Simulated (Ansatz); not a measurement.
Start from TiO$_{2}$ in the anatase structure (space group I4_1/amd, No. 141; a = 3.770 Å, c = 9.552 Å). Axes: x, y, z lie along a, b, c of the conventional cell.

All numbers come from Ansatz (a program for electronic structure) PBEsol, scalar-relativistic without spin-orbit coupling.

One thing is altered: tensile biaxial strain of 1.80 % in the plane normal to [001], as in epitaxy on a mismatched substrate; the out-of-plane cell vector and the atoms relax.

Estimate the effect on the in-plane stress.

The mean in-plane stress (compression positive) amounts to -5.2 GPa.

Estimate the effect on the ratio −ε⊥/ε∥.

The ratio −ε⊥/ε∥ is 1.40.

Stability against distortions was not tested. The final runs are not spin-polarised.
